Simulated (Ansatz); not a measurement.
An Ansatz (a first-principles code) input (r2SCAN (Ansatz), no spin-orbit coupling):

Ansatz 0.2 input:
```yaml
crystal:
  lattice:
    - [2.718416159, 0, 0]
    - [1.3592080795, 2.3542174517, 0]
    - [0, 0, 17.2195774993]
  atoms:
    - { symbol: Ir, position: [0.3333333333, -0.1666666667, 0.4355507561] }
    - { symbol: Ir, position: [1, -0.5, 0.5644492439] }
basis: { ecutwfc: 500, ecutrho_ratio: 4, xc_grid: 4, fft_grid_basis: typed }
kpoints: { mp_grid: { grid: [20, 20, 1] } }
hamiltonian:
  xc: r2scan
  dispersion: none
  pseudopotentials: { kind: paw }
scf: { occupations: { method: fermi_dirac, width: 0.05 }, convergence: { dr2_threshold: 0.0000000002 } }
relax: { f_tol: 0.01, max_steps: 50 }
output: { forces: true, stress: true }
checkpoint: { write: state.ck, write_every: 1000 }
```

Problem. Which symmetry and how many k-points will the program report, and about how many plane waves at Γ?

Solution. Space group P-3m1 (ITA 164) with 12 operations, k-points 44 of 400, and 2739 plane waves at Γ.

Stability against distortions was not tested. The final runs are not spin-polarised. The cell was made from Ir in the fcc (Cu type) structure (space group Fm-3m, No. 225) by this change: a free-standing slab of 2 layers (2 atoms, 1 a layer) is cut normal to [111], with 15 Å of vacuum and the in-plane cell held at bulk.
